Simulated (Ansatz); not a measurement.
Given:

```
CELL_PARAMETERS angstrom
      0.00000     3.28336     3.20719
      3.28336     0.00000     3.20719
      3.28336     3.28336     0.00000
ATOMIC_POSITIONS crystal
  Sn 0.25000 0.25000 0.25000
  Sn 0.00000 0.00000 0.00000
```

No spin polarisation.

Calculations: plane-wave PAW DFT at the r2SCAN level (Ansatz, a quantum-chemistry and plane-wave program, 500 eV), spin-orbit coupling left out. k-mesh 12×12×12 (Γ-centred); smearing 0.05 eV (Fermi–Dirac).

Problem. Estimate the pressure (mean of the normal stresses, compression positive).

Solution. 1.1 GPa.

Problem. Predict the space group.

Solution. I4_1/amd (No. 141).

The cells carry an imposed strain or load. No phonon test of stability was made. The cell was made from Sn in the diamond structure (space group Fd-3m, No. 227) by this change: uniaxial strain ε_zz = −2.32 %.
